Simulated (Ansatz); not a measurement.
Input:

```
SrMg11Te12
1.0
    6.84141    -3.94989    -7.41296
    4.56094     7.89978     0.00000
    2.28047    -3.94989     7.41296
Sr Mg Te
1 11 12
Direct
  0.09078   0.28026   0.10587
  0.77300   0.44907   0.76321
  0.44296   0.61458   0.43532
  0.11447   0.77905   0.11589
  0.77433   0.93759   0.77789
  0.45248   0.10575   0.45847
  0.71128   0.30708   0.22756
  0.39701   0.47359   0.87954
  0.05465   0.64724   0.57012
  0.72634   0.80651   0.22420
  0.39284   0.96832   0.89299
  0.06057   0.13459   0.55745
  0.90790   0.37858   0.52055
  0.56940   0.55337   0.18937
  0.23949   0.71371   0.86749
  0.90192   0.88537   0.53230
  0.56989   0.04447   0.20014
  0.25234   0.21305   0.84699
  0.79782   0.24047   0.94597
  0.51315   0.41220   0.62208
  0.18334   0.60360   0.32948
  0.85217   0.74043   0.97286
  0.51629   0.89997   0.64299
  0.19270   0.06349   0.32050
```

Spin-polarised, with starting moments of sign Sr+ Mg0 Mg0 Mg0 Mg0 Mg0 Mg0 Mg0 Mg0 Mg0 Mg0 Mg0 Te0 Te0 Te0 Te0 Te0 Te+ Te+ Te0 Te+ Te0 Te0 Te+.

Level of theory: PBEsol/PAW in Ansatz (a quantum-chemistry and plane-wave program), no spin-orbit coupling. Γ-centred 3×3×3 mesh, Fermi–Dirac width 0.01 eV.

Task: Predict the pressure and total moment of the cell.

Result: The pressure comes out as 1.2 GPa. The total moment of the cell comes out as 0.0 μB.

The magnetic state is the one reached from the starting moments; the real material's order can differ, and small cells can't hold many antiferromagnetic ones. The cell is small, so the values are those of an ordered compound at a high defect concentration; dilute-limit values will differ. Starting moments died away, wholly or in part, for Sr on a Mg site; another magnetic solution may exist. The cell was made from MgTe in the wurtzite structure (space group P6_3mc, No. 186) by this change: Sr on a Mg site. The defect cell is spin-polarised and ends with 0.0 μB.
